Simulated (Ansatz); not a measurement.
Partial pair distribution functions of a relaxed model of amorphous Li3W16O48, broadened by 0.06 Å; density 5.99 g/cm³. These are PBE, scalar-relativistic without spin-orbit coupling (plane waves to 420 eV, PAW; Ansatz, a quantum-chemistry and plane-wave program) values and carry that method's errors. The usual formal charges leave 3 electrons over, so the level spacing at the Fermi energy parts defect or band states and needn't be the band gap. In the spin-polarised cell the level spacing at the Fermi energy can part levels of unlike spin.

Preparation: random packing, a CHGNet melt and quench, and a DFT relaxation. O atoms were pushed apart under 1.9 Å during the dynamics, to hinder bonds among them. The hot cell started wider than the set density and was brought back towards it in steps. It is the lowest in DFT energy of 2 quenches. It is a model cell: composition and starting density were chosen by hand, and all elements were melted together. No dispersion term was used. Its density started from a set value of 6.85 and ended at 5.99 g/cm³. The quench (nominally 280 K/ps over its main leg) was far faster than any real one, so the model tends to hold more defects than a real film. One small periodic cell is one sample of the glass; other quenches scatter about these values. The volume was free in the relaxation, at fixed shape. Stress components on the final sampling reach 1.0 GPa. On a 2×2×2 Γ-centred mesh force components of up to 0.49 eV/Å stay, since the relaxation ran on the zone centre alone.

```csv
r (Å),g W-O,g Li-O,g W-W,g O-O
1.50,0.00,0.00,0.00,0.00
1.60,0.28,0.00,0.00,0.00
1.70,3.37,0.06,0.00,0.00
1.80,6.47,1.89,0.00,0.00
1.90,6.78,7.22,0.00,0.00
2.00,4.78,5.35,0.00,0.00
2.10,2.16,1.65,0.00,0.00
2.20,0.66,0.35,0.00,0.00
2.30,0.36,0.01,0.00,0.13
2.40,0.11,0.00,0.00,0.69
2.50,0.11,0.00,0.00,1.06
2.60,0.03,0.00,0.00,2.34
2.70,0.16,0.00,0.00,3.12
2.80,0.13,0.00,0.00,2.73
2.90,0.11,0.00,0.04,2.07
3.00,0.14,0.01,0.82,2.01
3.10,0.09,0.27,1.43,1.01
3.20,0.06,1.05,1.38,0.94
3.30,0.42,0.81,1.06,1.14
3.40,0.91,0.64,0.67,0.79
3.50,0.73,1.02,0.77,0.68
3.60,0.73,1.40,1.94,0.62
3.70,0.90,1.19,2.88,0.73
3.80,1.06,1.26,2.88,0.78
3.90,1.07,0.75,1.78,0.76
4.00,1.19,0.52,0.86,0.78
4.10,1.33,0.80,0.48,0.59
4.20,1.38,1.26,0.36,0.58
4.30,1.52,1.33,0.66,0.65
4.40,1.55,1.69,0.66,0.77
4.50,1.44,1.24,0.91,0.80
4.60,1.28,1.37,1.33,0.76
4.70,1.18,1.49,0.66,0.85
4.80,1.16,1.14,0.48,0.90
4.90,1.32,0.64,0.61,1.01
5.00,1.14,0.51,0.57,1.19
```

Within 2.54 Å each W has 5.31 O neighbours on average.
